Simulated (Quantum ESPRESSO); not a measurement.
Quantum ESPRESSO run on SrIn₃ (Pm-3m, 4 atoms in the cell): self-consistent single point.

Computed with vdW-DF-cx, PseudoDojo stringent norm-conserving (PBE) pseudopotentials (plane waves; Quantum ESPRESSO).

```yaml
crystal:
  lattice:
    - [4.87007, 0.00000, 0.00000]
    - [0.00000, 4.87007, 0.00000]
    - [0.00000, 0.00000, 4.87007]
  atoms:
    - { symbol: Sr, position: [0.00000, 0.00000, 0.00000] }
    - { symbol: In, position: [0.00000, 0.50000, 0.50000] }
    - { symbol: In, position: [0.50000, 0.00000, 0.50000] }
    - { symbol: In, position: [0.50000, 0.50000, 0.00000] }
```

Reference input (self-consistent single point, DFT, PBEsol, plane waves, PseudoDojo standard norm-conserving (PBESOL) pseudopotentials): ecutwfc = 70 Ry; occupations = smearing; smearing = fermi-dirac; degauss = 0.0099958 Ry; potentials = {Sr: Sr.upf, In: In.upf}; K_POINTS = automatic 7 7 7 0 0 0; conv_thr = 1e-11 Ry; mixing_beta = 0.5. This run's input differs from it in these lines:

```diff
@@ -14,3 +14,3 @@
     ntyp = 2
-    ecutwfc = 70
+    ecutwfc = 85
     occupations = 'smearing'
@@ -18,2 +18,3 @@
     degauss = 0.0099958
+    input_dft = 'vdw-df-cx'
 /
```

Its files differ too (potentials: PseudoDojo stringent norm-conserving (PBE)).

Log, with long lists cut:

```
     Self-consistent Calculation

     iteration #  1     ecut=    85.00 Ry     beta= 0.50

---- Real-time Memory Report at c_bands before calling an iterative solver
           243 MiB given to the printing process from OS
           204 MiB allocation reported by mallinfo(arena+hblkhd)
------------------

     Threshold (ethr) on eigenvalues was too large:
     Diagonalizing with lowered threshold

---- Real-time Memory Report at c_bands before calling an iterative solver
           268 MiB given to the printing process from OS
           211 MiB allocation reported by mallinfo(arena+hblkhd)
------------------

   [... lines left out ...]
     Non-local corr. energy    =       2.21868750 Ry
     -----------------------------------------------

     total energy              =   -1263.87405515 Ry
     estimated scf accuracy    <          4.9E-10 Ry

     iteration # 10     ecut=    85.00 Ry     beta= 0.50

---- Real-time Memory Report at c_bands before calling an iterative solver
           414 MiB given to the printing process from OS
           258 MiB allocation reported by mallinfo(arena+hblkhd)
------------------

     -----------------------------------------------
     Non-local corr. energy    =       2.21868768 Ry
     -----------------------------------------------
     End of self-consistent calculation

     the Fermi energy is    10.9086 ev

!    total energy              =   -1263.87405515 Ry
     estimated scf accuracy    <          6.3E-12 Ry
     smearing contrib. (-TS)   =      -0.01089579 Ry
     internal energy E=F+TS    =   -1263.86315936 Ry

     convergence has been achieved in  10 iterations

     -----------------------------------------------
     Non-local corr. energy    =       2.21868768 Ry
     -----------------------------------------------

     Forces acting on atoms (cartesian axes, Ry/au):

     atom    1 type  1   force =     0.00000000    0.00000000    0.00000000
   [... zero for the other atoms too ...]

     Total force =     0.000000     Total SCF correction =     0.000000

     -----------------------------------------------
     Non-local corr. energy    =       2.21868768 Ry
     -----------------------------------------------

          total   stress  (Ry/bohr**3)                   (kbar)     P=      -18.31
  -0.00012447   0.00000000   0.00000000          -18.31        0.00        0.00
   0.00000000  -0.00012447   0.00000000            0.00      -18.31        0.00
   0.00000000   0.00000000  -0.00012447            0.00        0.00      -18.31

   JOB DONE.
```

The run converged in 10 iterations. Against the reference run the pressure goes from -2.11 to -1.83 GPa.

The starting cell comes from a database of computed structures (which also holds hypothetical and non-ambient phases and stackings), without a prior relaxation at this level. Its lattice was rescaled by a random factor within 2.5 % of one.

Cost on one core of a shared machine: roughly 3 min.
